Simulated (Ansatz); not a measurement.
The reference is KTaO₃ in the cubic perovskite structure (space group Pm-3m, No. 221; a = 4.0232 Å).

(Cell as relaxed with PBE.)

Levels (all Ansatz, a program for electronic structure, PAW, earlier PAW set): PBE (420 eV, without spin-orbit coupling); r2SCAN (500 eV, without spin-orbit coupling).

Each level relaxes its own structure.

```tsv
base	PBE	r2SCAN
volume per atom	13.02 Å³	12.70 Å³
lattice parameter a	402.3 pm	398.9 pm
band gap	2.17 eV	2.64 eV
```

Now apply this change: cell and atoms relaxed at a pressure of 18 GPa.

```csv
quantity,PBE,r2SCAN
shift of the gap caused by the change,+0.18 eV,[?]
shortest interatomic distance,195.9 pm,[?]
smallest direct gap,2.94 eV,[?]
band gap,2.35 eV,[?]
gap character,"indirect, R → Γ",[?]
```

Problem. Given the PBE results, estimate those of r2SCAN.

Solution. 
- shift of the gap caused by the change, r2SCAN: +0.19 eV
- shortest interatomic distance, r2SCAN: 194.7 pm
- smallest direct gap, r2SCAN: 3.44 eV
- band gap, r2SCAN: 2.83 eV
- gap character, r2SCAN: indirect, R → Γ

PBE's shortest interatomic distance lies 1.2 pm above r2SCAN's (0.6 %); PBE's smallest direct gap lies 0.493 eV below r2SCAN's; PBE's band gap lies 0.48 eV below r2SCAN's; the two agree on the gap character. Neither level is exact; r2SCAN is the comparison here, not a measurement.

With Ta present, leaving out spin-orbit coupling can change the band edges. Load acts through the strain it causes; cell and atoms are relaxed under it. No phonon test of stability was made. No other phases were tried under pressure.
